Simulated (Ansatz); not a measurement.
This Ansatz (an electronic-structure program) input is the reference run, YN in the rock salt structure (space group Fm-3m, No. 225), computed with PBEsol (Ansatz), no SOC:

Ansatz 0.2 input:
```yaml
crystal:
  lattice:
    - [0, 2.4280558602, 2.4280558602]
    - [2.4280558602, 0, 2.4280558602]
    - [2.4280558602, 2.4280558602, 0]
  atoms:
    - { symbol: Y, position: [0.5, 0.5, 0.5] }
    - { symbol: N, position: [0, 0, 0] }
basis: { ecutwfc: 420, ecutrho_ratio: 4, xc_grid: 2, fft_grid_basis: typed }
kpoints: { mp_grid: { grid: [12, 12, 12] } }
hamiltonian:
  xc: pbesol
  dispersion: none
  pseudopotentials: { kind: paw }
scf: { occupations: { method: fermi_dirac, width: 0.05 }, convergence: { dr2_threshold: 0.0000000002 } }
output: { forces: true, stress: true }
checkpoint: { write: state.ck, write_every: 1000 }
```

### Question
Write the input for this change: uniaxial stress, 2 GPa compression along z, with the cell and atoms free to relax against it.

### Answer
Ansatz 0.2 input:
```yaml
crystal:
  lattice:
    - [0, 2.4280558602, 2.4280558602]
    - [2.4280558602, 0, 2.4280558602]
    - [2.4280558602, 2.4280558602, 0]
  atoms:
    - { symbol: Y, position: [0.5, 0.5, 0.5] }
    - { symbol: N, position: [0, 0, 0] }
basis: { ecutwfc: 420, ecutrho_ratio: 4, xc_grid: 2, fft_grid_basis: typed }
kpoints: { mp_grid: { grid: [12, 12, 12] } }
hamiltonian:
  xc: pbesol
  dispersion: none
  pseudopotentials: { kind: paw }
scf: { occupations: { method: fermi_dirac, width: 0.05 } }
relax: { f_tol: 0.005, max_steps: 50, cell: { stress_tol: 0.01, sigma_target: [0, 0, 2, 0, 0, 0] } }
output: { forces: true, stress: true }
checkpoint: { write: state.ck, write_every: 1000 }
```
This is the input that was run.

Load acts through the strain it causes; cell and atoms are relaxed under it. sigma_target is in GPa, compression positive, in the order xx, yy, zz, yz, xz, xy. Stability under load was not tested beyond the relaxation. The base started in Pnma and relaxed to Fm-3m at this level. The final runs are not spin-polarised.
